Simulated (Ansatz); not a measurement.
```yaml
crystal:
  lattice:
    - [4.05080, -0.00009, 0.02369]
    - [0.00004, 4.05067, -0.04827]
    - [-0.15920, -1.70136, 28.49031]
  atoms:
    - { symbol: Al, position: [0.17584, 0.01973, 0.13538] }
    - { symbol: Al, position: [0.67655, 0.46823, 0.03186] }
    - { symbol: Al, position: [0.17555, 0.12080, 0.33646] }
    - { symbol: Al, position: [0.67565, 0.57006, 0.23584] }
    - { symbol: Al, position: [0.17655, 0.22307, 0.54058] }
    - { symbol: Al, position: [0.67588, 0.67151, 0.43694] }
    - { symbol: As, position: [0.17626, 0.49421, 0.08469] }
    - { symbol: As, position: [0.17556, 0.59541, 0.28612] }
    - { symbol: As, position: [0.67572, 0.04469, 0.18554] }
    - { symbol: As, position: [0.17591, 0.69643, 0.48762] }
    - { symbol: As, position: [0.67549, 0.14626, 0.38673] }
    - { symbol: Al, position: [0.17567, 0.29252, 0.68041] }
    - { symbol: Al, position: [0.67589, 0.79136, 0.67811] }
    - { symbol: Al, position: [0.67612, 0.25571, 0.60648] }
    - { symbol: Al, position: [0.17610, 0.75781, 0.61062] }
    - { symbol: Al, position: [0.17617, 0.36322, 0.82240] }
    - { symbol: Al, position: [0.67646, 0.86306, 0.82193] }
    - { symbol: Al, position: [0.67581, 0.32707, 0.75005] }
    - { symbol: Al, position: [0.17596, 0.82742, 0.75051] }
    - { symbol: Al, position: [0.17669, 0.43306, 0.96181] }
    - { symbol: Al, position: [0.67633, 0.93506, 0.96601] }
    - { symbol: Al, position: [0.67629, 0.39825, 0.89228] }
    - { symbol: Al, position: [0.17610, 0.89923, 0.89414] }
```

The first 11 atoms are the substrate (AlAs-zb), the rest the film (Al).

The numbers are results of PBE (plane waves to 420 eV, PAW; Ansatz, an electronic-structure program), not measurements. Scalar-relativistic, without spin–orbit coupling; the runs are not spin-polarised; PBE gaps are too small against experiment. Its k-point mesh 8×8×1, Fermi–Dirac width 0.05 eV.

Task: Describe the bonding at the interfaces and give the barriers.

Result: A periodic stack without vacuum, fcc Al (0 0 1) on zinc-blende AlAs (0 0 1) (film strained to the substrate, faces as cut): substrate slab Al6As5, film Al12, surface cells [[1, 0], [1, 1]] and [[0, -1], [2, 1]], film strained by +0.2 and +0.2 %, faces Al/Al and Al/Al as cut (like faces can put a slab off its formula).
The interface area is 16.4 Å² and the period is 28.47 Å. The gaps between the outermost planes at the two interfaces is 1.88 and 1.87 Å and the Al–Al contacts across the interfaces within 1.22 times the sum of covalent radii is 8, mean 2.80 Å. The hole barrier (PBE) comes out as 0.78 eV and the electron barrier (PBE) is 0.72 eV.
